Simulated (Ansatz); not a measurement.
The reference is CdSe in the zinc blende structure (space group F-43m, No. 216; a = 6.133 Å).

Level of theory: r2SCAN/PAW in Ansatz (a quantum-chemistry and plane-wave program), no spin-orbit coupling.

One change was made to it. Results:

The hole mass (degenerate bands, along [100]) changes from 0.098, 0.70, 0.70 mₑ (at Γ) to 0.100, 0.69, 0.69 mₑ (at Γ); the gap character stays direct at Γ; the lattice parameter a shrinks by 0.050 bohr, from 11.590 bohr to 11.540 bohr; the band gap grows by 0.03 eV, from 1.04 eV to 1.07 eV.

Task: Name the change that was made.
(A) pressure 10 GPa
(B) pressure 0.7 GPa
(C) pressure 5 GPa

Result: B, pressure 0.7 GPa. For comparison, the band gap in the other runs: pressure 5 GPa gives 1.22 eV; pressure 10 GPa gives 1.34 eV.

Load acts through the strain it causes; cell and atoms are relaxed under it. Masses are band curvatures over ±0.01 Å⁻¹ around the edge. Whether these cells are dynamically stable was not tested. Tetrahedral semiconductors of this kind turn to denser phases somewhere between about 1 and 50 GPa; those were not computed, so compressed cells here can lie past the real transition.
